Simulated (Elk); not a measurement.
Worked example: self-consistent single point of Ba (Im-3m, 1 atom in the cell) in Elk.

Method: PBE, spin-orbit coupling in second variation, all-electron FP-LAPW, Elk's shipped species files, default APW+lo basis run with Elk.

```
Ba
1.0
   -2.55995     2.55995     2.55995
    2.55995    -2.55995     2.55995
    2.55995     2.55995    -2.55995
Ba
1
Direct
  0.00000   0.00000   0.00000
```

Reference input (self-consistent single point, DFT, PBE, all-electron FP-LAPW, Elk's shipped species files, default APW+lo basis): xctype = 20; swidth = 0.00183747 Ha; ngridk = 12 12 12; maxscl = 100. This run's input differs from it in these lines:

```diff
@@ -5,2 +5,11 @@
   20
+
+spinorb
+  .true.
+
+lmaxi
+  3
+
+nempty
+  10
```

Log, with long lists cut:

```
│ Self-consistent loop started │
│ Loop number : 1 │
 total energy                :     -8141.79895480
 total moment                :   0.7271760559E-27 -0.6931674275E-23  0.1699689426E-22
│ Loop number : 2 │
 total energy                :     -8141.79072892
 total moment                :   0.1143204538E-26  0.4737401159E-23  0.9819734384E-23
RMS change in Kohn-Sham potential (target) :   0.5361381343E-01 (  0.1000000000E-05)
Absolute change in total energy (target)   :   0.8225880131E-02 (  0.1000000000E-03)
│ Loop number : 3 │
 total energy                :     -8141.46978961
   [... lines left out ...]
 total energy                :     -8139.44724907
 total moment                :   0.4621782065E-24 -0.2295436590E-23 -0.2925806692E-23
RMS change in Kohn-Sham potential (target) :   0.1721350755E-06 (  0.1000000000E-05)
Absolute change in total energy (target)   :   0.3619865938E-03 (  0.1000000000E-03)
│ Loop number : 13 │
 total energy                :     -8139.44725527
 total moment                :   0.2462388080E-24 -0.7759246311E-24 -0.3752603111E-22
RMS change in Kohn-Sham potential (target) :   0.6251661466E-07 (  0.1000000000E-05)
Absolute change in total energy (target)   :   0.8430325943E-04 (  0.1000000000E-03)
Convergence targets achieved

│ Loop number : 14 │

Energies :
 Fermi                       :     0.139559181371
 xc effective B-field        :    -0.690386142427E-12
 external B-field            :      0.00000000000
 total energy                :     -8139.44725818
 (external B-field energy excluded from total)

Density of states at Fermi energy :    34.46283038
 (states/Hartree/unit cell)

Estimated indirect band gap :   0.2195130921E-02
 from k-point     65 to k-point     64
Estimated direct band gap   :   0.4915715106E-02
 at k-point     64

Charges :
 core                        :    36.00000000
 valence                     :    20.00000000
 interstitial                :    2.389101241
 muffin-tins (core leakage)
  species :    1 (Ba)
   atom    1                 :    53.61089876     (  0.5264417425E-05)
   [... lines left out ...]

Moments :
 interstitial                :  -0.5177220296E-25 -0.6756564291E-25  0.1656853909E-24
 muffin-tins
  species :    1 (Ba)
   atom    1                 :    0.000000000     -0.2500501802E-23  0.9402436619E-23
 total in muffin-tins        :    0.000000000     -0.2500501802E-23  0.9402436619E-23
 total moment                :  -0.5177220296E-25 -0.2568067445E-23  0.9568122010E-23

│ Self-consistent loop stopped │
```

The run converged in 14 iterations. The count includes the last loop, which Elk runs after its targets are met. 

The starting cell has typed, rounded lattice constants, without a prior relaxation at this level. Its lattice was rescaled by a random factor within 2.5 % of one. Values depend on the basis (sphere radii, cutoffs, local orbitals), which need not be converged. The log's line on a gap gives a spacing of levels on this mesh, which the program prints for metals too.
